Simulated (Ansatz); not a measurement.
corundum (0 0 1) on germanium (1 1 1) (film strained to the substrate, faces as cut)

A periodic stack without vacuum, corundum (0 0 1) on germanium (1 1 1) (film strained to the substrate, faces as cut): substrate slab Ge32, film Al36O54, surface cells [[2, -2], [0, 2]] and [[2, 1], [-1, 1]], film strained by -2.2 and -2.2 %, faces Ge/Ge and Al/Al as cut (like faces can put a slab off its formula).

The start was prepared with a machine-learned potential, and the result is one local minimum, with the in-plane cell held and forces under 0.04 eV/Å; the film can end far from its bulk form.

Calculation: PBE (plane waves to 420 eV, PAW; Ansatz, an electronic-structure program). Scalar-relativistic, without spin–orbit coupling; the runs are not spin-polarised; PBE gaps are too small against experiment. Its k-point mesh 3×3×1, Fermi–Dirac width 0.05 eV.

- interface area: 57.5 Å²
- period: 27.96 Å
- gaps between the outermost planes at the two interfaces: 2.10 and 2.03 Å
- Al–Ge contacts across the interfaces within 1.22 times the sum of covalent radii: 3, mean 2.61 Å

```
CELL_PARAMETERS angstrom
      8.14503     0.00047     0.11684
     -4.07210     7.05406    -0.11571
      4.64680    -1.69850    28.04080
ATOMIC_POSITIONS crystal
  Ge 0.98416 0.93171 0.06610
  Ge 0.99565 0.43787 0.06618
  Ge 0.44982 0.90527 0.06780
  Ge 0.45000 0.42338 0.06813
  Ge 0.33956 0.58337 0.02068
  Ge 0.33130 0.08965 0.03720
  Ge 0.80227 0.58190 0.05209
  Ge 0.80103 0.08566 0.05358
  Ge 0.57638 0.29320 0.18776
  Ge 0.58105 0.79537 0.18941
  Ge 0.07957 0.29569 0.18728
  Ge 0.08284 0.79727 0.18613
  Ge 0.92554 0.95282 0.15706
  Ge 0.92353 0.45301 0.15763
  Ge 0.43325 0.95161 0.15752
  Ge 0.42979 0.45797 0.15791
  Ge 0.18497 0.66366 0.30700
  Ge 0.18828 0.16110 0.30801
  Ge 0.69537 0.66480 0.30757
  Ge 0.68546 0.15544 0.30701
  Ge 0.53750 0.32063 0.27756
  Ge 0.53399 0.81488 0.27834
  Ge 0.03535 0.31981 0.27738
  Ge 0.03905 0.82275 0.27536
  Ge 0.79610 0.01408 0.41391
  Ge 0.79360 0.53918 0.44243
  Ge 0.29828 0.01475 0.41323
  Ge 0.30310 0.54306 0.42854
  Ge 0.12466 0.66491 0.39670
  Ge 0.14955 0.20152 0.39935
  Ge 0.64353 0.66518 0.39715
  Ge 0.65305 0.20617 0.39791
  Al 0.92630 0.64484 0.57616
  Al 0.26354 0.31689 0.57640
  Al 0.59094 0.98399 0.57489
  Al 0.28591 0.62729 0.51740
  Al 0.62377 0.30692 0.51971
  Al 0.93863 0.97492 0.55148
  Al 0.26890 0.97953 0.56573
  Al 0.59419 0.64482 0.56724
  Al 0.92997 0.31376 0.56752
  Al 0.22721 0.66795 0.64422
  Al 0.56041 0.33426 0.64491
  Al 0.89050 0.00101 0.64901
  O  0.16716 0.40449 0.53835
  O  0.50373 0.07334 0.53243
  O  0.83224 0.73398 0.53543
  O  0.15851 0.74756 0.53580
  O  0.48955 0.41723 0.53497
  O  0.82402 0.08370 0.53490
  O  0.34614 0.89241 0.61359
  O  0.67951 0.55682 0.61431
  O  0.01015 0.21027 0.61206
  O  0.34498 0.19930 0.61389
  O  0.68967 0.87410 0.61126
  O  0.00792 0.53039 0.61482
  O  0.02767 0.89007 0.61129
  O  0.37046 0.55579 0.61472
  O  0.70055 0.22031 0.61401
  O  0.18230 0.09289 0.53494
  O  0.51017 0.75925 0.53595
  O  0.84954 0.42593 0.53508
  Al 0.18050 0.69354 0.74052
  Al 0.51312 0.35977 0.74121
  Al 0.84566 0.02774 0.74266
  Al 0.22347 0.00878 0.66094
  Al 0.54950 0.66742 0.66155
  Al 0.88279 0.33914 0.66165
  Al 0.85624 0.68865 0.72252
  Al 0.18819 0.35560 0.72401
  Al 0.52070 0.02220 0.72465
  Al 0.15163 0.04760 0.80369
  Al 0.47808 0.70737 0.80364
  Al 0.81884 0.37723 0.80421
  O  0.10166 0.78471 0.69217
  O  0.43396 0.44880 0.69348
  O  0.76809 0.11786 0.69389
  O  0.41010 0.78395 0.69275
  O  0.74048 0.44894 0.69349
  O  0.07476 0.11431 0.69337
  O  0.93319 0.59801 0.77166
  O  0.26708 0.26660 0.77198
  O  0.60050 0.93199 0.77306
  O  0.93628 0.90728 0.77195
  O  0.26660 0.57297 0.77162
  O  0.60175 0.24197 0.77308
  O  0.29155 0.93214 0.77249
  O  0.62637 0.60142 0.77197
  O  0.96062 0.26679 0.77221
  O  0.09991 0.47417 0.69260
  O  0.43457 0.14256 0.69363
  O  0.76479 0.80860 0.69339
  Al 0.10588 0.07180 0.89809
  Al 0.43639 0.73903 0.89794
  Al 0.77003 0.40039 0.89913
  Al 0.80958 0.71401 0.81623
  Al 0.14166 0.38155 0.82020
  Al 0.47554 0.04916 0.82099
  Al 0.11059 0.73271 0.88909
  Al 0.43848 0.39720 0.88890
  Al 0.77626 0.07252 0.89020
  Al 0.76461 0.74207 0.91393
  Al 0.08582 0.41797 0.94360
  Al 0.40980 0.08212 0.94817
  O  0.02198 0.16043 0.85165
  O  0.35644 0.82376 0.85071
  O  0.69071 0.50440 0.85367
  O  0.33135 0.16092 0.85065
  O  0.67454 0.82664 0.85404
  O  0.00087 0.49462 0.85167
  O  0.20251 0.64943 0.93106
  O  0.53220 0.30979 0.92893
  O  0.86880 0.98233 0.93045
  O  0.19028 0.95558 0.92748
  O  0.51992 0.62323 0.92987
  O  0.85390 0.29203 0.93278
  O  0.87747 0.63152 0.93033
  O  0.21118 0.29862 0.93096
  O  0.54396 0.96893 0.92907
  O  0.01088 0.84179 0.85354
  O  0.35728 0.51647 0.85134
  O  0.69356 0.18636 0.85155
```
